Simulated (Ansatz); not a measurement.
An Ansatz (a first-principles code) input (plane-wave PAW DFT at the PBEsol level (Ansatz, 420 eV), scalar-relativistic without spin-orbit coupling):

Ansatz 0.2 input:
```yaml
crystal:
  lattice:
    - [0.0154862186, 2.7168804607, 2.7168804607]
    - [2.7168804607, 0.0154862186, 2.7168804607]
    - [2.7323666793, 2.7323666793, 0]
  atoms:
    - { symbol: Si, position: [0, 0, 0] }
    - { symbol: Si, position: [0.25, 0.25, 0.25] }
basis: { ecutwfc: 420, ecutrho_ratio: 4, xc_grid: 2, fft_grid_basis: typed }
kpoints: { mp_grid: { grid: [11, 11, 11] } }
hamiltonian:
  xc: pbesol
  dispersion: none
  pseudopotentials: { kind: paw }
scf: { occupations: { method: fermi_dirac, width: 0.05 }, convergence: { dr2_threshold: 0.0000000002 } }
relax: { f_tol: 0.005, max_steps: 50 }
output: { forces: true, stress: true }
checkpoint: { write: state.ck, write_every: 1000 }
```

Q: Which symmetry and how many k-points will the program report, and about how many plane waves at Γ?

A: Space group Imma (ITA 74) with 8 operations, k-points 216 of 1331, and 757 plane waves at Γ.

The cells carry an imposed strain or load. Whether these cells are dynamically stable was not tested. The cell was made from Si in the diamond structure (space group Fd-3m, No. 227) by this change: tensor shear ε_xy = +0.57 %.
